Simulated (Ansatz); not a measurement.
# A computed series for Re: response to strain

The parent structure is Re in the hcp (Mg type) structure (space group P6_3/mmc, No. 194; a = 2.7519 Å, c = 4.4401 Å; relaxed with 0.1 eV smearing). Axes: x lies along a and z along c of the hexagonal cell.

Strains are applied to the cell and any free atomic positions relax.

Calculations: plane-wave PAW DFT at the PBEsol level (Ansatz, a program for electronic structure, 420 eV), scalar-relativistic without spin-orbit coupling.

Notes on the quantities. energy relative to the base: free energy F; pressure: mean of the normal stresses, compression positive.

| change | energy relative to the base | shortest interatomic distance | pressure |
|---|---|---|---|
| base | 0 meV/atom | 2.730 Å | 0.0 GPa |
| uniaxial strain ε_zz = −3.00 % | +31 meV/atom | 2.676 Å | 13.1 GPa |
| uniaxial strain ε_zz = −1.50 % | +7.4 meV/atom | 2.703 Å | 6.2 GPa |
| uniaxial strain ε_zz = −1.00 % | +3.3 meV/atom | 2.712 Å | 4.1 GPa |
| uniaxial strain ε_zz = −0.50 % | +0.8 meV/atom | 2.721 Å | 2.0 GPa |
| uniaxial strain ε_zz = +0.50 % | +0.8 meV/atom | 2.739 Å | -1.9 GPa |
| uniaxial strain ε_zz = +1.50 % | +7.0 meV/atom | 2.752 Å | -5.6 GPa |
| uniaxial strain ε_zz = +2.00 % | +12 meV/atom | 2.752 Å | -7.3 GPa |
| uniaxial strain ε_zz = +2.50 % | +19 meV/atom | 2.752 Å | -9.0 GPa |
| uniaxial strain ε_zz = +3.00 % | +27 meV/atom | 2.752 Å | -10.6 GPa |

Whether these cells are dynamically stable was not tested. All final runs are without spin polarisation.
